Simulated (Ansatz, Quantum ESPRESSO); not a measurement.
An Ansatz (a first-principles code) input for a self-consistent single point of TiPt3 (Pm-3m, 4 atoms in the cell) (DFT, PBE, plane waves, default PAW files):

Ansatz 0.2 input:
```yaml
# TiPt3
crystal:
  lattice:
    - [3.79642600, 0.00000000, 0.00000000]
    - [0.00000000, 3.79642600, 0.00000000]
    - [0.00000000, 0.00000000, 3.79642600]
  atoms:
    - { symbol: Ti, position: [0.00000000, 0.00000000, 0.00000000] }
    - { symbol: Pt, position: [0.50000000, 0.50000000, 0.00000000] }
    - { symbol: Pt, position: [0.00000000, 0.50000000, 0.50000000] }
    - { symbol: Pt, position: [0.50000000, 0.00000000, 0.50000000] }
kpoints:
  mp_grid:
    grid: [7, 7, 7]
hamiltonian:
  xc: pbe
  pseudopotentials:
    kind: paw
scf:
  occupations:
    method: gaussian
    width: 0.272
output:
  forces: true
  eigenvalues: true
  stress: true
```

Problem. Give the Quantum ESPRESSO input for the same structure, mesh, smearing and functional.

Solution. This is the input that was run; spellings and numerical settings could be chosen otherwise.

```fortran
&control
    calculation = 'scf'
    prefix = 'TiPt3'
    outdir = './tmp/'
    pseudo_dir = './'
    tprnfor = .true.
    tstress = .true.
/
&system
    ibrav = 1
    celldm(1) = 7.1742053924
    nat = 4
    ntyp = 2
    ecutwfc = 50
    ecutrho = 400
    occupations = 'smearing'
    smearing = 'gaussian'
    degauss = 0.019992
/
&electrons
    conv_thr = 1.0d-10
    mixing_beta = 0.4
/
ATOMIC_SPECIES
Ti    47.8670  ti_pbe_v1.4.uspp.F.UPF
Pt   195.0840  pt_pbe_v1.4.uspp.F.UPF
ATOMIC_POSITIONS crystal
Ti    0.0000000000    0.0000000000    0.0000000000
Pt    0.5000000000    0.5000000000    0.0000000000
Pt    0.0000000000    0.5000000000    0.5000000000
Pt    0.5000000000    0.0000000000    0.5000000000
K_POINTS automatic
7 7 7  0 0 0
```

Basis, cutoffs, solver keys and any potentials are the target program's own. This input uses DFT, PBE, plane waves, SSSP 1.1.2 efficiency (PBE) pseudopotentials. Both were run: pressure 37.03 GPa in Ansatz and 36.49 in Quantum ESPRESSO. Ansatz's pressure is the one without its finite-basis correction.

On Quantum ESPRESSO: the starting cell comes from a database of computed structures (which also holds hypothetical and non-ambient phases and stackings), without a prior relaxation at this level. Its lattice was rescaled by a random factor within 2.5 % of one. For this run, on top of that: lattice scaled by 0.98. Spin polarisation is off. With a pressure of about 36 GPa the cell is away from its equilibrium volume at this level.

On Ansatz: the starting cell comes from a database of computed structures (which also holds hypothetical and non-ambient phases and stackings), without a prior relaxation at this level. Its lattice was rescaled by a random factor within 2.5 % of one. For this run, on top of that: lattice scaled by 0.98. Spin polarisation is off. With a pressure of about 37 GPa the cell is away from its equilibrium volume at this level.
